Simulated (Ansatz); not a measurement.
W on the 1x1 (100) surface of fcc Cu, one in a 2x2 cell, energies for each (26.4 Å²). Energies are against an atom of bcc W, without zero-point or thermal terms; each row is named by its start.

These are PBE (plane waves to 420 eV, PAW; Ansatz, a first-principles code) values and carry that method's errors.

Slab: 17 atoms, 5.3 Å thick at the start under the adsorbate (thin: gaps and levels are the slab's own); k 6x6x1, smearing 0.1 eV, dipole-corrected; 8 atoms held, the rest relaxed; each run with such symmetry as its start has; spin-polarised, no spin-orbit, no U, no dispersion correction.

A negative adsorption energy means that the adsorbate is more stable on the surface than in its reference. Heights count from the host atoms within 0.3 Å of the top one.

```tsv
starting site	E_ads (eV)	height (Å)	nearest host atom (Å)	bonded to	Δ work function (eV)	lateral drift (Å)	moment (μB)
top Cu	5.98	1.80	Cu 2.32	5 Cu	___	0.0	4.1
hollow Cu-Cu-Cu-Cu over Cu at depth 1.8 Å	___	1.64	Cu 2.49	4 Cu	-0.91	0.0	3.3
bridge Cu-Cu (span 2.6 Å)	5.55	1.84	Cu 2.41	6 Cu	___	0.0	3.9
```

### Question
What belongs in the gaps?

### Answer

- top Cu, Δ work function (eV): -0.76
- hollow Cu-Cu-Cu-Cu over Cu at depth 1.8 Å, E_ads (eV): 4.80
- bridge Cu-Cu (span 2.6 Å), Δ work function (eV): -0.85
